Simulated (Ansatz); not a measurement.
## Response to strain in MgO

Consider MgO in the rock salt structure (space group Fm-3m, No. 225; a = 4.204 Å). Axes: x, y, z lie along the cube axes.

Strains are applied to the cell and any free atomic positions relax; under biaxial strain the out-of-plane vector relaxes too.

The values are results of r2SCAN, PAW, 500 eV (Ansatz, an electronic-structure program; spin-orbit coupling left out), not measurements.

```csv
"biaxial strain, plane normal [111], relaxed out of plane (%)",band gap (eV)
0,5.68
0.42,5.58
0.83,?
1.25,5.39
1.67,5.29
2.08,5.20
2.5,5.10
```

Task: Fit E_g = E₀ + Dε (ε in %) to the rows shown and predict the withheld row.

Result: Least squares on the printed values gives E₀ = 5.68 eV, D = -231 meV per % of strain (largest residual 0.00 eV); this predicts 5.49 eV, and the run gives 5.49 eV, in agreement.

Stability against distortions was not tested.
